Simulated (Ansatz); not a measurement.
Input:

```xyz
3
Lattice="3.5526 0.0000 0.0000 -1.7763 3.0767 0.0000 0.0000 0.0000 4.8560" Properties=species:S:1:pos:R:3 pbc="T T T"
Pt     0.0000     0.0000     0.0000
S      1.7763     1.0256     3.6416
S      0.0000     2.0511     1.2144
```

The numbers are results of r2SCAN+D4 with spin-orbit coupling, rigid bands (plane waves, PAW; Ansatz, a program for electronic structure), not measurements. Condition of this run: hydrostatic pressure 2 GPa (the target of the relaxation). Cell: cell and atoms relaxed with r2SCAN+d4, then loaded as said.

What conductivity effective mass do dilute holes have at 300 K?

0.91 (x), 0.91 (y), 0.48 (z) mₑ.

What conductivity effective mass do dilute electrons have at 300 K?

0.39 (x), 0.39 (y), 0.37 (z) mₑ.

And the band gap?

0.49 eV at this level; semilocal functionals usually fall short of the measured gap.

Rigid bands, one relaxation time for all states, no polarons. Geometry: cell and atoms relaxed with r2SCAN+D4.

Computed structure with no diffraction record at hand here (it may be known, metastable or hypothetical): PtS2 under load (space group P-3m1).
